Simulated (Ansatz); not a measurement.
A self-consistent single point of CdO (Fm-3m, 2 atoms in the cell) with Ansatz (a first-principles code).

Level of theory: LDA (PW92), default PAW files made with PBE (plane waves; Ansatz).

```
CdO
1.0
    0.00000     2.35000     2.35000
    2.35000     0.00000     2.35000
    2.35000     2.35000     0.00000
Cd O
1 1
Direct
  0.00000   0.00000   0.00000
  0.50000   0.50000   0.50000
```

Reference input (self-consistent single point, DFT, PBE, plane waves, default PAW files): basis.ecutwfc = 420 eV; kpoints.mp_grid.grid = 8 8 8; hamiltonian.xc = pbe; hamiltonian.pseudopotentials = {kind: paw} (the program's default PAW files); scf.occupations.method = fermi_dirac; scf.occupations.width = 0.02 eV. This run's input differs from it in these lines:

Ansatz 0.2 input:
```diff
@@ -13,3 +13,3 @@
 hamiltonian:
-  xc: pbe
+  xc: lda
   pseudopotentials: { kind: paw }
```

Log, with long lists cut:

```
SCF iter   1: F=—  HF=-8672.741047 eV  |F-HF|=—  |Δ(HF+E_count)|=         —  Δρ=1.95e-2  dr2=8.60e-2  ethr=1.77e-3  ⟨swp⟩=5.0  Hψ=2258  notcnv=0
all-band conjugate gradients solve this SCF's bands
preconditioner: auto → none
SCF iter   2: F=—  HF=-8672.719935 eV  |F-HF|=—  |Δ(HF+E_count)|=   2.11e-2  Δρ=6.31e-3  dr2=1.08e-2  ethr=3.31e-4  ⟨swp⟩=2.6  Hψ=976  notcnv=0
SCF iter   3: F=—  HF=-8672.717394 eV  |F-HF|=—  |Δ(HF+E_count)|=   2.54e-3  Δρ=1.54e-3  dr2=4.06e-4  ethr=4.16e-5  ⟨swp⟩=2.0  Hψ=671  notcnv=0
SCF iter   4: F=—  HF=-8672.717241 eV  |F-HF|=—  |Δ(HF+E_count)|=   1.53e-4  Δρ=3.95e-4  dr2=1.45e-5  ethr=1.56e-6  ⟨swp⟩=2.9  Hψ=976  notcnv=0
SCF iter   5: F=—  HF=-8672.717240 eV  |F-HF|=—  |Δ(HF+E_count)|=   1.59e-7  Δρ=1.79e-5  dr2=3.29e-8  ethr=5.56e-8  ⟨swp⟩=2.0  Hψ=558  notcnv=0
SCF iter   6: F=-8672.717240 eV  HF=-8672.717240 eV  |F-HF|=4.18e-11  |Δ(HF+E_count)|=   1.33e-8  Δρ=3.06e-6  dr2=1.07e-9  ethr=1.26e-10  ⟨swp⟩=2.0  Hψ=1664  notcnv=0
SCF 1 converged in 6 iterations: F = -8672.717240 eV  dr2 = 1.07e-9
Free energy (F): -8672.717240 eV
Internal energy: -8672.716954 eV  (E = F + TS)
E sigma→0 (E₀):  -8672.717097 eV
Entropy (-TS):   -0.000287 eV (-0.143 meV/atom)
Fermi energy:    12.320002 eV
--- Forces (eV/Å), atoms counted from 1 ---
  atom   1  Cd    -0.00000000     0.00000000    -0.00000000
  atom   2  O      0.00000000    -0.00000000     0.00000000
--- Stress (GPa, compression-positive) ---
       -6.214951       0.000000       0.000000
       -0.000000      -6.214951       0.000000
       -0.000000       0.000000      -6.214951
  P = ⅓ Tr σ = -6.2150 GPa (-62.150 kbar)
  The stress holds the Pulay correction. Without it, at fixed plane waves, as pw.x and ABINIT print it: P = -6.8647 GPa
```

The run converged in 6 iterations. Against the reference run the pressure goes from 6.00 to -6.21 GPa.

The starting cell has typed, rounded lattice constants, without a prior relaxation at this level. With a pressure of about -6 GPa the cell is away from its equilibrium volume at this level. Ansatz's pressure includes its estimate of the finite-basis (Pulay) stress. Without the estimate this run gives -6.86 GPa. The run gives no clean gap (levels at the Fermi energy touch, overlap or are partly filled at this smearing), which alone does not show that the compound is a metal.
